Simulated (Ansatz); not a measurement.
We consider P (model structure, started from the lonsdaleite type, P6₃/mmc, No. 194, 4 atoms in the cell), described by PBEsol (Ansatz, an electronic-structure program, plane waves, PAW).

The run printed, among other lines:

```
Crystal: 4 atoms, lattice volume = 104.000 Å³
Basis set: ecut = 520 eV, 2767 PW (Γ), exchange–correlation on 50×50×180 points (8 copies of the dense FFT grid, shifted against one another)
Bands: 14, of which v1, the nominal top of the filled ones, is band 10 counted from 1 (9 counted from 0)
Symmetry: 24 space group operations
Space group: P63/mmc (ITA 194), of the structure as read, at distance tolerance 4.7e-5 Å
k-points: 222 of 3240
Functional: x = pbesol(κ = 0.804, μ = 0.12345679012345678), c = pbesol(β = 0.046)
SCF iter   1: F=—  HF=-2959.896625 eV  |F-HF|=—  |Δ(HF+E_count)|=         —  Δρ=3.92e-3  dr2=1.79e-2
SCF iter   2: F=—  HF=-2959.894445 eV  |F-HF|=—  |Δ(HF+E_count)|=   2.18e-3  Δρ=1.54e-3  dr2=2.54e-3
  ...
SCF iter   6: F=—  HF=-2959.895434 eV  |F-HF|=—  |Δ(HF+E_count)|=   1.44e-7  Δρ=2.40e-6  dr2=1.03e-8
SCF iter   7: F=-2959.895434 eV  HF=-2959.895434 eV  |F-HF|=1.29e-10  |Δ(HF+E_count)|=   6.77e-9  Δρ=4.19e-7  dr2=3.29e-10
SCF 1 converged in 7 iterations: F = -2959.895434 eV  dr2 = 3.29e-10
SCF converged after 7 iterations
Free energy (F): -2959.895434 eV
Internal energy: -2959.895434 eV  (E = F + TS)
E sigma→0 (E₀):  -2959.895434 eV
Fermi energy:    3.915341 eV
--- Forces (eV/Å), atoms counted from 1 ---
  atom   1  P     -0.00000000     0.00000000     0.00039760
  atom   2  P      0.00000000     0.00000000     0.00039760
  atom   3  P      0.00000000    -0.00000000    -0.00039760
  atom   4  P      0.00000000    -0.00000000    -0.00039760
--- Stress (GPa, compression-positive) ---
        0.001923      -0.000000       0.000000
       -0.000000       0.001923       0.000000
        0.000000       0.000000       0.002408
  P = ⅓ Tr σ = 0.0021 GPa (0.021 kbar)
```

**Question.** Write an input file that could have produced this run (the log leaves some choices open).

**Answer.** One answer among several that fit: 
Ansatz 0.2 input:
```yaml
crystal:
  lattice:
    - [3.2361432824, -0.0000002667, 0.0]
    - [-1.6180714102, 2.8025824262, 0.0]
    - [0.0, 0.0, 11.4669743911]
  atoms:
    - { symbol: P, position: [0.3333333333, 0.6666666667, 0.0543285907] }
    - { symbol: P, position: [0.6666666667, 0.3333333333, 0.5543285907] }
    - { symbol: P, position: [0.6666666667, 0.3333333333, 0.9456714093] }
    - { symbol: P, position: [0.3333333333, 0.6666666667, 0.4456714093] }
basis:
  ecutwfc: 520
  ecutrho_ratio: 4
  xc_grid: 2
kpoints:
  mp_grid: { grid: [18, 18, 10] }
  band_path:
    path:
      - [0.0, 0.0, 0.0]
      - [0.045455, 0.0, 0.0]
      - [0.090909, 0.0, 0.0]
      - [0.136364, 0.0, 0.0]
      - [0.181818, 0.0, 0.0]
      - [0.227273, 0.0, 0.0]
      - [0.272727, 0.0, 0.0]
      - [0.318182, 0.0, 0.0]
      - [0.363636, 0.0, 0.0]
      - [0.409091, 0.0, 0.0]
      - [0.454545, 0.0, 0.0]
      - [0.5, 0.0, 0.0]
      - [0.472222, 0.055556, 0.0]
      - [0.444444, 0.111111, 0.0]
      - [0.416667, 0.166667, 0.0]
      - [0.388889, 0.222222, 0.0]
      - [0.361111, 0.277778, 0.0]
      - [0.333333, 0.333333, 0.0]
      - [0.307692, 0.307692, 0.0]
      - [0.282051, 0.282051, 0.0]
      - [0.25641, 0.25641, 0.0]
      - [0.230769, 0.230769, 0.0]
      - [0.205128, 0.205128, 0.0]
      - [0.179487, 0.179487, 0.0]
      - [0.153846, 0.153846, 0.0]
      - [0.128205, 0.128205, 0.0]
      - [0.102564, 0.102564, 0.0]
      - [0.076923, 0.076923, 0.0]
      - [0.051282, 0.051282, 0.0]
      - [0.025641, 0.025641, 0.0]
      - [0.0, 0.0, 0.25]
      - [0.0, 0.0, 0.5]
      - [0.045455, 0.0, 0.5]
      - [0.090909, 0.0, 0.5]
      - [0.136364, 0.0, 0.5]
      - [0.181818, 0.0, 0.5]
      - [0.227273, 0.0, 0.5]
      - [0.272727, 0.0, 0.5]
      - [0.318182, 0.0, 0.5]
      - [0.363636, 0.0, 0.5]
      - [0.409091, 0.0, 0.5]
      - [0.454545, 0.0, 0.5]
      - [0.5, 0.0, 0.5]
      - [0.472222, 0.055556, 0.5]
      - [0.444444, 0.111111, 0.5]
      - [0.416667, 0.166667, 0.5]
      - [0.388889, 0.222222, 0.5]
      - [0.361111, 0.277778, 0.5]
      - [0.333333, 0.333333, 0.5]
      - [0.307692, 0.307692, 0.5]
      - [0.282051, 0.282051, 0.5]
      - [0.25641, 0.25641, 0.5]
      - [0.230769, 0.230769, 0.5]
      - [0.205128, 0.205128, 0.5]
      - [0.179487, 0.179487, 0.5]
      - [0.153846, 0.153846, 0.5]
      - [0.128205, 0.128205, 0.5]
      - [0.102564, 0.102564, 0.5]
      - [0.076923, 0.076923, 0.5]
      - [0.051282, 0.051282, 0.5]
      - [0.025641, 0.025641, 0.5]
      - [0.5, 0.0, 0.25]
      - [0.333333, 0.333333, 0.25]
    npoints: 1
hamiltonian:
  xc: pbesol
  dispersion: none
  pseudopotentials: { kind: paw }
scf:
  occupations: { method: fermi_dirac, width: 0.05 }
  convergence: { dr2_threshold: 0.0000000004 }
output:
  forces: true
  stress: true
  eigenvalues: true
  write_bands: true
```

The PAW data were made under PBE.

Note: the relaxation could raise the start's symmetry but not lower it, so the cell can be a saddle point.

A model structure was made by putting elements into a prototype or built by hand; it is no filed structure, need not be a known phase, and can be a saddle point held by its symmetry.
